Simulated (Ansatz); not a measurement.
Density of states of Li$_{2}$Se (Fm-3m) above the conduction band minimum, PBEsol, rigid bands (Ansatz, an electronic-structure program); cell volume 52.5 Å³.

(energy from edge (eV), 10⁻³ states/eV/cell): (0.006, 19.0); (0.031, 45.9); (0.056, 61.9); (0.081, 75.4); (0.106, 87.7); (0.131, 97.9); (0.156, 108); (0.181, 117); (0.206, 126); (0.231, 135); (0.256, 144); (0.281, 153); (0.319, 165); (0.344, 172); (0.369, 180); (0.394, 187); (0.419, 195); (0.444, 203); (0.469, 213); (0.494, 218); (0.519, 226); (0.544, 234); (0.569, 251); (0.594, 262)

### Question
What effective density of states at 300 K does this give (∫ g(E) exp(−E/k_BT) dE, both spins, divided by the cell's size)?

### Answer
1.8e19 cm⁻³, a density-of-states mass of 0.81 mₑ, valleys and band degeneracy included.

Spin-orbit coupling is left out. Geometry: cell and atoms relaxed with PBEsol.

Formula and space group known from diffraction (Crystallography Open Database), not checked to be the room-temperature form: Li2Se (Fm-3m).
